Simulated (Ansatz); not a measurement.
Base system: Re in the hcp (Mg type) structure (space group P6_3/mmc, No. 194).

```
CELL_PARAMETERS angstrom
      2.75083     0.00000     0.00000
     -1.37541     2.38229     0.00000
      0.00000     0.00000     4.44144
ATOMIC_POSITIONS crystal
  Re 0.33333 0.66667 0.75000
  Re 0.66667 0.33333 0.25000
```

Levels (all Ansatz, a quantum-chemistry and plane-wave program, PAW): PBEsol (420 eV, no spin-orbit coupling); PBEsol+SOC (420 eV, spin-orbit coupling included).

The geometry is relaxed with PBEsol.

```
Item               Value
---------------  -------
PBEsol pressure  0.0 GPa
```

Problem. How does going to PBEsol+SOC change the pressure?

Solution. The pressure goes from zero to 0.5 GPa.

Single points use the geometry relaxed with PBEsol. Differences between runs with and without spin-orbit coupling are approximate. Whether these cells are dynamically stable was not tested. The runs without spin-orbit coupling are not spin-polarised.
